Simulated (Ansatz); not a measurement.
**Effect of 6 layers on NaI**

Take NaI in the rock salt structure (space group Fm-3m, No. 225; a = 6.4601 Å) as the base. Axes: x, y, z lie along the cube axes.

Now apply this change: a free-standing slab of 6 layers (12 atoms, 2 a layer) is cut normal to the z axis, with 15 Å of vacuum and the in-plane cell held at bulk.

Calculations: r2SCAN (Ansatz, an electronic-structure program; PAW; 500 eV plane waves; no SOC). k-mesh 7×7×1 (Γ-centred); smearing 0.05 eV (Fermi–Dirac), for the changed cell.

```csv
quantity,base,changed,shift
shortest interatomic distance,323.0 pm,314.1 pm,-8.9 pm
band gap,4.45 eV,4.50 eV,+0.05 eV
gap character,–,direct at Γ,–
"valence-band top at Γ (three highest levels, from the VBM)","0.00, 0.00, 0.00 eV","0.00, 0.00, -0.08 eV",–
excess energy per area of both faces (slab less bulk energy over the cell's area: twice a surface energy),–,0.26 J/m²,–
thickness between the outermost nuclei,–,16.29 Å,–
change of the spacing d23 from its bulk value of 3.230 Å,–,+0.6 %,–
```

Final structure:

```xyz
12
Lattice="4.5680 0.0000 0.0000 0.0000 4.5680 0.0000 0.0000 0.0000 31.1504" Properties=species:S:1:pos:R:3 pbc="T T T"
I      1.1420    -1.1420     7.4281
Na     3.4260     1.1420     7.6155
I      3.4260    -3.4260    10.7563
Na     5.7100    -1.1420    10.6759
I      5.7100    -5.7100    13.9454
Na     7.9940    -3.4260    13.9825
I      7.9940    -7.9940    17.2050
Na    10.2780    -5.7100    17.1679
I     10.2780   -10.2780    20.3941
Na    12.5620    -7.9940    20.4744
I     12.5620   -12.5620    23.7222
Na    14.8461   -10.2780    23.5349
```

Cost of the whole job for the changed cell (relaxation, final SCF and bands): very roughly 7 core-minutes.

The excess energy carries the mismatch between the slab's and the bulk's meshes. Spin-orbit coupling, missing from the scalar runs, can matter with I. Stability against distortions was not tested. Labels are those of the standard path for the cell's own space group.
